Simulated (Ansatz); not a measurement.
A calculation on CsCl-type CuZn returned lattice constant a 2.906 Å, bulk modulus 140 GPa, cohesive energy 3.02 eV/atom, formation enthalpy -0.111 eV/atom.

For reference: lattice constant a 2.958 Å (measured, temperature not stated, not corrected to a static lattice; as tabulated in First-Principles Study on the Electrical and Thermal Conductivities of Cu–Zn …); bulk modulus 116 GPa (measured, temperature not stated, not corrected to a static lattice; as tabulated in Nepal et al. (2020), arXiv:2007.11150); formation enthalpy -0.124 eV/atom (measured, temperature not stated, not corrected to a static lattice; as tabulated in Nepal et al. (2020), arXiv:2007.11150).

### Question
Which level of theory produced these numbers?
A. rVV10 (Ansatz, a first-principles code)
B. PBE (Ansatz)
C. revPBE (Ansatz)
D. r²SCAN+rVV10 (Ansatz)

### Answer
D, r²SCAN+rVV10 (Ansatz)

The others give: PBE 2.964 Å, 115 GPa, 2.41 eV/atom, -0.091 eV/atom; rVV10 2.977 Å, 112 GPa, 2.54 eV/atom, -0.083 eV/atom; revPBE 2.991 Å, 104 GPa, 2.04 eV/atom, -0.086 eV/atom.

Unless a cell is named, each level is at its own relaxed cell (PBE 13.02, r²SCAN+rVV10 12.28, revPBE 13.38, rVV10 13.20 Å³/atom).

Ansatz's density-functional and Hartree–Fock values are scalar-relativistic unless marked +SOC, with PAW data made under PBE.
